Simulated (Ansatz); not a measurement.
Given:

```
CdSe
1.0
    0.00000     2.92864     2.92864
    2.92864     0.00000     2.92864
    2.92864     2.92864     0.00000
Cd Se
1 1
Cartesian
  0.00000   0.00000   0.00000
  1.46432   1.46432   1.46432
```

No spin polarisation.

Level of theory: Kohn–Sham DFT with the LDA functional, run in Ansatz (a quantum-chemistry and plane-wave program) with PAW and 420 eV plane waves, without spin-orbit coupling. k-mesh 10×10×10 (Γ-centred); smearing 0.05 eV (Fermi–Dirac).

Q: Predict the hole mass (degenerate bands, along [100]).

A: 0.053, 0.56, 0.56 mₑ (at Γ).

Q: What electron mass does the calculation give?

A: 0.052 mₑ (at Γ).

Q: Estimate the band gap.

A: 0.55 eV.

Q: Estimate the pressure.

A: 5.26 GPa.

The cells carry an imposed strain or load. Effective masses come from finite differences of ±0.01 Å⁻¹. No phonon test of stability was made. The cell was made from CdSe in the zinc blende structure (space group F-43m, No. 216) by this change: isotropic strain −2.50 %.
